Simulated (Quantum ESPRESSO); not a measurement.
Quantum ESPRESSO 7.5, DFT, PBE, plane waves, PseudoDojo 0.5 standard norm-conserving PBE (local tails restored to the Coulomb form): rock-salt MnO (type II order), antiferromagnetic, 4 atoms, spin-polarised from an antiferromagnetic start (nspin = 2, starting_magnetization ±0.5 on Mn). Basis and mesh were picked for this test and aren't claimed converged.

```fortran
&CONTROL
  calculation = 'scf'
  pseudo_dir = './pseudo'
  outdir = './out'
  tprnfor = .true.
  tstress = .false.
/
&SYSTEM
  ibrav = 0
  nat = 4
  ntyp = 3
  ecutwfc = 96.0
  ecutrho = 384.0
  occupations = 'smearing'
  smearing = 'gaussian'
  degauss = 0.005
  nspin = 2
  starting_magnetization(1) = 0.5
  starting_magnetization(2) = -0.5
/
&ELECTRONS
  conv_thr = 4e-09
/
ATOMIC_SPECIES
Mn1 54.9380 Mn.upf
Mn2 54.9380 Mn.upf
O 15.9990 O.upf
CELL_PARAMETERS angstrom
  4.445000000000   2.222500000000   2.222500000000
  2.222500000000   4.445000000000   2.222500000000
  2.222500000000   2.222500000000   4.445000000000
ATOMIC_POSITIONS crystal
Mn1   0.000000000000   0.000000000000   0.000000000000
Mn2   0.500000000000   0.500000000000   0.500000000000
O   0.250000000000   0.250000000000   0.250000000000
O   0.750000000000   0.750000000000   0.750000000000
K_POINTS automatic
6 6 6 0 0 0
```

The program reports k-points computed (for each spin): 32, bands: 25, electrons: 42, G-vectors of the density: 37663, FFT grid: 72×72×72, symmetry operations: 12.

Machine: one whole node, AMD EPYC (Zen 5), 96 cores on 1 socket, no SMT, 12 L3 cache groups; 94 cores' worth of CPU time may be used.

Times are wall-clock medians of two to five runs, from launch to exit, with nothing else on the machine. Processes are pinned to neighbouring cores unless said otherwise. The build: conda-forge: Open MPI 5.0, OpenMP, OpenBLAS 0.3.34 (pthreads), FFTW, ScaLAPACK, ELPA; another build can shift the numbers. Scratch files lie in a memory file system.

Started as
```bash
OMP_NUM_THREADS=1 mpirun -np 32 pw.x -nk 32 -in pw.in
```
(32 ranks, -nk 32) it takes 15 s and 13 SCF iterations.

**Question.** Predict the time once the run is changed to -nk 8.

**Answer.** About 8.1 s (2 runs within 1 %): 1.9× as fast. SCF iterations go from 13 to 12. Change in the result: energy equal as printed, absolute magnetization equal as printed.
